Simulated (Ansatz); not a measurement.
A self-consistent single point of CoSi (P2_13, 8 atoms in the cell) with Ansatz (a program for electronic structure).

Computed with LDA (PW92), default PAW files made with PBE (plane waves; Ansatz).

```
CELL_PARAMETERS angstrom
      4.42301     0.00000     0.00000
      0.00000     4.42301     0.00000
      0.00000     0.00000     4.42301
ATOMIC_POSITIONS crystal
  Co 0.85410 0.64590 0.35410
  Co 0.64590 0.35410 0.85410
  Co 0.35410 0.85410 0.64590
  Co 0.14590 0.14590 0.14590
  Si 0.15654 0.34346 0.65654
  Si 0.34346 0.65654 0.15654
  Si 0.65654 0.15654 0.34346
  Si 0.84346 0.84346 0.84346
```

Reference input (self-consistent single point, DFT, PBE, plane waves, default PAW files): basis.ecutwfc = 420 eV; kpoints.mp_grid.grid = 9 9 9; hamiltonian.xc = pbe; hamiltonian.pseudopotentials = {kind: paw} (the program's default PAW files); scf.occupations.method = gaussian; scf.occupations.width = 0.272 eV. This run's input differs from it in these lines:

Ansatz 0.2 input:
```diff
@@ -19,3 +19,3 @@
 hamiltonian:
-  xc: pbe
+  xc: lda
   pseudopotentials: { kind: paw }
```

Output, abridged:

```
SCF iter   1: F=—  HF=-22691.704912 eV  |F-HF|=—  |Δ(HF+E_count)|=         —  Δρ=1.08e-2  dr2=2.99e-2  ethr=1.77e-3  ⟨swp⟩=6.4  Hψ=8607  notcnv=0
all-band conjugate gradients solve this SCF's bands
preconditioner: auto → Kerker (q_TF=auto, 2.715 Å⁻¹)
SCF iter   2: F=—  HF=-22691.695104 eV  |F-HF|=—  |Δ(HF+E_count)|=   9.81e-3  Δρ=4.57e-3  dr2=6.83e-3  ethr=3.55e-5  ⟨swp⟩=2.0  Hψ=3715  notcnv=0
SCF iter   3: F=—  HF=-22691.693379 eV  |F-HF|=—  |Δ(HF+E_count)|=   1.73e-3  Δρ=1.20e-3  dr2=9.99e-4  ethr=8.14e-6  ⟨swp⟩=2.0  Hψ=4096  notcnv=0
SCF iter   4: F=—  HF=-22691.693141 eV  |F-HF|=—  |Δ(HF+E_count)|=   2.37e-4  Δρ=2.96e-4  dr2=3.97e-5  ethr=1.19e-6  ⟨swp⟩=2.3  Hψ=3122  notcnv=0
SCF iter   5: F=—  HF=-22691.693107 eV  |F-HF|=—  |Δ(HF+E_count)|=   3.44e-5  Δρ=7.66e-5  dr2=3.26e-6  ethr=4.72e-8  ⟨swp⟩=2.9  Hψ=4094  notcnv=0
SCF iter   6: F=—  HF=-22691.693106 eV  |F-HF|=—  |Δ(HF+E_count)|=   9.03e-7  Δρ=2.80e-5  dr2=5.05e-7  ethr=3.88e-9  ⟨swp⟩=2.0  Hψ=3373  notcnv=0
SCF iter   7: F=-22691.693106 eV  HF=-22691.693106 eV  |F-HF|=1.92e-8  |Δ(HF+E_count)|=   8.99e-8  Δρ=5.70e-6  dr2=2.00e-8  ethr=1.19e-10  ⟨swp⟩=9.0  Hψ=9041  notcnv=0
SCF 1 converged in 7 iterations: F = -22691.693106 eV  dr2 = 2.00e-8
Free energy (F): -22691.693106 eV
Internal energy: -22691.613952 eV  (E = F + TS)
E sigma→0 (E₀):  -22691.653529 eV
Entropy (-TS):   -0.079154 eV (-9.894 meV/atom)
Fermi energy:    16.554150 eV
--- Forces (eV/Å), atoms counted from 1 ---
  atom   1  Co     0.06767672    -0.06767672     0.06767672
  atom   2  Co    -0.06767672     0.06767672     0.06767672
  atom   3  Co     0.06767672     0.06767672    -0.06767672
  atom   4  Co    -0.06767672    -0.06767672    -0.06767672
  atom   5  Si     0.05866041    -0.05866041     0.05866041
  atom   6  Si    -0.05866041     0.05866041     0.05866041
  atom   7  Si     0.05866041     0.05866041    -0.05866041
  atom   8  Si    -0.05866041    -0.05866041    -0.05866041
--- Stress (GPa, compression-positive) ---
      -11.481882      -0.000000       0.000000
       -0.000000     -11.481882       0.000000
        0.000000       0.000000     -11.481882
  P = ⅓ Tr σ = -11.4819 GPa (-114.819 kbar)
  The stress holds the Pulay correction. Without it, at fixed plane waves, as pw.x and ABINIT print it: P = -11.6437 GPa
```

The run converged in 7 iterations. Against the reference run the pressure goes from 1.18 to -11.48 GPa and the largest force goes from 0.047 to 0.117 eV/Å.

The starting cell comes from a database of computed structures (which also holds hypothetical and non-ambient phases and stackings), without a prior relaxation at this level. Its lattice was rescaled by a random factor within 2.5 % of one. Spin polarisation is off. With a pressure of about -11 GPa the cell is away from its equilibrium volume at this level. Ansatz's pressure includes its estimate of the finite-basis (Pulay) stress.
